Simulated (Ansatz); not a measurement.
For BaInHO2 (model structure, started from the SrVO2H type, P4/mmm, No. 123, 5 atoms in the cell), PBE (PAW; Ansatz, a program for electronic structure) gives:

| Item | Value |
|---|---|
| lattice constant a | 4.345 Å |
| lattice parameter c | 3.940 Å |
| bulk modulus B0 | 93.0 GPa |
| cohesive energy | 4.06 eV/atom |
| band gap | 0.63 eV |

**Question.** What does r²SCAN in Ansatz (PAW) give for the same quantities?

**Answer.** 
- lattice constant a: 4.297 Å (decreases by 1.1 %)
- lattice parameter c: 3.919 Å (shrinks by 0.5 %)
- bulk modulus: 106 GPa (rises by 14 %)
- cohesive energy: 4.26 eV/atom (increases by 0.20 eV/atom)
- band gap: 1.31 eV (rises by 0.68 eV)

Changes are worked out from the printed values.

Unless a cell is named, each level is at its own relaxed cell (PBE 14.88, r²SCAN 14.47 Å³/atom).

Levels without +SOC leave out spin–orbit coupling, which shifts energies and cells of such heavy elements.

Spin–orbit coupling is included only where a level's name says +SOC; with heavier elements it mostly lowers gaps and can invert bands. Density-functional gaps are differences of (generalised) Kohn–Sham levels.

Caveats: the bulk modulus is −V dP/dV from two relaxed cells at ±2 % in volume (PBE, r²SCAN). Ansatz's density-functional and Hartree–Fock values are scalar-relativistic unless marked +SOC, with PAW data made under PBE.

A model structure was made by putting elements into a prototype or built by hand; it is no filed structure, need not be a known phase, and can be a saddle point held by its symmetry.
